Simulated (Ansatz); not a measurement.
The reference is Pt in the fcc (Cu type) structure (space group Fm-3m, No. 225; a = 3.9403 Å). Axes: x, y, z lie along the cube axes.

The values are results of r2SCAN in Ansatz (plane waves to 500 eV, PAW, no SOC), not measurements.

Before the change:

```
Item                Value
---------------  --------
Volume per atom  15.29 Å³
```

One thing is altered: uniaxial stress, 3 GPa compression along z, with the cell and atoms free to relax against it.

### Question
Estimate the effect on the energy relative to the base.

### Answer
The energy grows by 4.9 meV/atom.

### Question
Estimate the effect on the volume per atom.

### Answer
The volume per atom shrinks by 0.04 Å³ (15.29 Å³ → 15.25 Å³).

Without a gap, meshes like the base's 20×20×20 leave anisotropic stresses uncertain by several tenths of a GPa, and small strain energies with them. Load acts through the strain it causes; cell and atoms are relaxed under it. Stability under load was not tested beyond the relaxation. The final runs are not spin-polarised.

Ansatz is a program for electronic structure.
